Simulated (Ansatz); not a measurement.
MgS (model structure, within 0.1 Å of Fm-3m, No. 225, 8 atoms in the cell), treated with r²SCAN (plane waves, PAW; Ansatz, a quantum-chemistry and plane-wave program).

Run with plane-wave cutoff 560 eV, 6×16×16 k mesh (along the axes of the cell as run), Fermi–Dirac smearing 0.05 eV, scalar-relativistic PAW data made under PBE.

Cell (relaxed with PBEsol):

```cif
data_Mg4S4
_chemical_formula_sum 'Mg4 S4'
_space_group_name_H-M_alt 'P 1'
_space_group_IT_number 1
_cell_length_a 10.36543
_cell_length_b 3.66414
_cell_length_c 3.66375
_cell_angle_alpha 90.000
_cell_angle_beta 90.000
_cell_angle_gamma 90.000
loop_
_space_group_symop_operation_xyz
  'x, y, z'
loop_
_atom_site_label
_atom_site_type_symbol
_atom_site_fract_x
_atom_site_fract_y
_atom_site_fract_z
_atom_site_occupancy
Mg1 Mg 0.12502 0.25000 0.24942 1
Mg2 Mg 0.37498 0.75000 0.74942 1
Mg3 Mg 0.87498 0.75000 0.75058 1
Mg4 Mg 0.62502 0.25000 0.25058 1
S1 S 0.87500 0.25000 0.25047 1
S2 S 0.62500 0.75000 0.75047 1
S3 S 0.12500 0.75000 0.74953 1
S4 S 0.37500 0.25000 0.24953 1
```

Question: Estimate the band gap that the calculation returns.

Answer: 
band gap: 3.49 eV (on the SCF k mesh)

Note: cell and atoms aren't relaxed at this level (pressure 1.0 GPa).

Computed values are for the static lattice.

Cost on a shared machine: about 120 core-seconds (a rough figure).

A model structure was made by putting elements into a prototype or built by hand; here it ended with the formula and space group of a phase in our tables.
